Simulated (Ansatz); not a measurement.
For MgS (model structure, started from the litharge type, P4/mmm, No. 123, 4 atoms in the cell), LDA in Ansatz (plane waves, PAW) gives:

| Quantity | Value |
|---|---|
| cohesive energy | 3.87 eV/atom |
| band gap | 1.80 eV |

Task: What does r²SCAN+rVV10 (Ansatz, a first-principles code, PAW) give for the same quantities?

Result: 
- cohesive energy: 3.66 eV/atom (decreases by 0.21 eV/atom)
- band gap: 2.30 eV (rises by 0.50 eV)

Changes are worked out from the printed values.

Unless a cell is named, each level is at its own relaxed cell (LDA 27.15, r²SCAN+rVV10 27.44 Å³/atom).

Density-functional gaps are differences of (generalised) Kohn–Sham levels.

Ansatz's density-functional and Hartree–Fock values are scalar-relativistic unless marked +SOC, with PAW data made under PBE.

A model structure was made by putting elements into a prototype or built by hand; it is no filed structure, need not be a known phase, and can be a saddle point held by its symmetry.
